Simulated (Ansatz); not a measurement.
Consider the following.

Host crystal: monoclinic ZrO2, with a band gap (PBE, scalar-relativistic without spin-orbit coupling).

End structure of Cu on the 1x1 (100) surface of monoclinic ZrO2 (cut with top plane 2 O), one in a 1x1 cell, started at the site 'hollow O-O-O':

```
CELL_PARAMETERS angstrom
      5.24177     0.00000     0.00000
      0.00000     5.37884     0.00000
      0.00000     0.00000    29.00000
ATOMIC_POSITIONS crystal
  O  0.19624 0.87249 0.33776
  O  0.30376 0.37249 0.33776
  Zr 0.07348 0.16444 0.37438
  Zr 0.42652 0.66444 0.37438
  O  0.74107 0.90195 0.40069
  O  0.75893 0.40195 0.40069
  O  0.24260 0.43749 0.42438
  O  0.25740 0.93749 0.42438
  Zr 0.55443 0.17422 0.45111
  Zr 0.94557 0.67422 0.45111
  O  0.66766 0.50149 0.48762
  O  0.83234 0.00149 0.48762
  O  0.16561 0.67338 0.51227
  O  0.33172 0.17308 0.51205
  Zr 0.05247 0.99980 0.54897
  Zr 0.44974 0.50120 0.54863
  O  0.74130 0.73924 0.57825
  O  0.75395 0.24068 0.57777
  O  0.24769 0.27164 0.59782
  O  0.25720 0.76727 0.59804
  Zr 0.56572 0.00620 0.62989
  Zr 0.94198 0.50185 0.62511
  O  0.74823 0.27625 0.66662
  O  0.80531 0.78252 0.66604
  Cu 0.07496 0.02489 0.68262
```

Set-up: 25 atoms, 9.4 Å thick at the start under the adsorbate (thin: gaps and levels are the slab's own); mesh 4x4x1; 0.01 eV smearing; dipole correction on; 12 atoms held, the rest relaxed; no symmetry held; spin-polarised, ending with about 1.0 μB a cell; orders that need a larger cell were not tried, no spin-orbit, no U, no dispersion correction. At the end it is bonded to 2 O + 4 Zr. In PBE it is, or lies within 0.03 eV of, the lowest of the starts that converged.

A negative adsorption energy means that the adsorbate is more stable on the surface than in its reference.

Task: Estimate the highest filled level below the top vacuum level that PBE (Ansatz, a quantum-chemistry and plane-wave program) returns for this input.

Result: 4.85 eV

Task: Give the adsorption energy against an atom of fcc Cu at the level PBE.

Result: 206 kJ/mol

Task: What is the computed change of the step from the bottom to the top vacuum level, against the clean slab (PBE)?

Result: -0.21 eV

Task: Estimate the gap of the slab on its k-mesh that PBE returns for this input.

Result: 0.36 eV
